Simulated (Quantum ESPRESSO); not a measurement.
# One base run on TiSO5 (Pnma, 28 atoms in the cell) and variants with one or two settings moved

```
TiSO5
1.0
   11.10112     0.00000     0.00000
    0.00000     5.25353     0.00000
    0.00000     0.00000     6.57924
Ti S O
4 4 20
Direct
  0.05706   0.25000   0.84257
  0.94294   0.75000   0.15743
  0.44294   0.75000   0.34257
  0.55706   0.25000   0.65743
  0.84499   0.25000   0.47591
  0.15501   0.75000   0.52409
  0.65501   0.75000   0.97591
  0.34499   0.25000   0.02409
  0.90901   0.25000   0.67170
  0.09099   0.75000   0.32830
  0.59099   0.75000   0.17170
  0.40901   0.25000   0.82830
  0.50000   0.50000   0.50000
  0.00000   0.50000   0.00000
  0.00000   0.00000   0.00000
  0.50000   0.00000   0.50000
  0.21528   0.25000   0.97942
  0.78472   0.75000   0.02058
  0.28472   0.75000   0.47942
  0.71528   0.25000   0.52058
  0.87384   0.01977   0.36316
  0.12616   0.98023   0.63684
  0.62616   0.98023   0.86316
  0.37384   0.01977   0.13684
  0.37384   0.48023   0.13684
  0.62616   0.51977   0.86316
  0.12616   0.51977   0.63684
  0.87384   0.48023   0.36316
```

Base run A: Quantum ESPRESSO with PBEsol, GBRV 1.5 ultrasoft (PBESOL) pseudopotentials, self-consistent single point.

Its settings: ecutwfc = 50 Ry; ecutrho = 400 Ry; occupations = fixed; potentials = {Ti: ti_pbesol_v1.4.uspp.F.UPF, S: s_pbesol_v1.4.uspp.F.UPF, O: o_pbesol_v1.2.uspp.F.UPF}; K_POINTS = automatic 2 3 2 1 1 1; nbnd = 102; conv_thr = 1e-11 Ry.

The starting cell comes from a database of computed structures (which also holds hypothetical and non-ambient phases and stackings), without a prior relaxation at this level. The shifted mesh does not hold Γ, so a gap read on it misses any band edge there.

ΔF is the free energy per atom less that of run A. A dash stands where there is no value to compare (another energy zero or no entropy term, no result, no spin, no clean gap, or a mesh too coarse for one). Total energies depend on the potentials, the functional and any Hubbard or dispersion term, so they are compared only between runs that share all of them.

Run A gave: pressure (GPa) 2.16; largest force (eV/Å) 0.966; gap on the mesh (eV) 2.735; k-points 2.

Runs:
- B: HUBBARD: default → atomic; U Ti-3d 2 eV [PBEsol+U]
- C: nosym: default → true
- D: ecutwfc: 50 Ry → 20 Ry; ecutrho: 400 Ry → 160 Ry
- E: nbnd: 102 → 104
- F: K_POINTS: automatic 2 3 2 1 1 1 → automatic 2 3 3 0 0 0
- G: mixing_ndim: default → 6
- H: diago_david_ndim: default → 3

Q: What does run B change against A?

A: The pressure goes from 2.16 to 3.01 GPa, the largest force goes from 0.966 to 0.850 eV/Å and the gap on the mesh goes from 2.735 to 2.852 eV.

Q: What does run F change against A?

A: The free energy rises by 1.2 meV/atom, the pressure moves little (2.16 to 2.17 GPa), the largest force hardly changes (0.966 to 0.967 eV/Å) and the gap on the mesh goes from 2.735 to 2.179 eV.

Q: What does run D change against A?

A: The free energy goes up by 2.43 eV/atom, the pressure goes from 2.16 to -103.2 GPa, the largest force goes from 0.966 to 3.141 eV/Å and the gap on the mesh goes from 2.735 to 2.821 eV.

```tsv
run	ΔF (meV/atom)	pressure (GPa)	largest force (eV/Å)	gap on the mesh (eV)	k-points
A	0.00	2.16	0.966	2.735	2
B	–	3.01	0.850	2.852	2
C	0.00	2.16	0.966	2.735	6
D	2434.5	-103.23	3.141	2.821	2
E	0.00	2.16	0.966	2.735	2
F	1.20	2.17	0.967	2.179	8
G	0.00	2.16	0.966	2.735	2
H	0.00	2.16	0.966	2.735	2
```
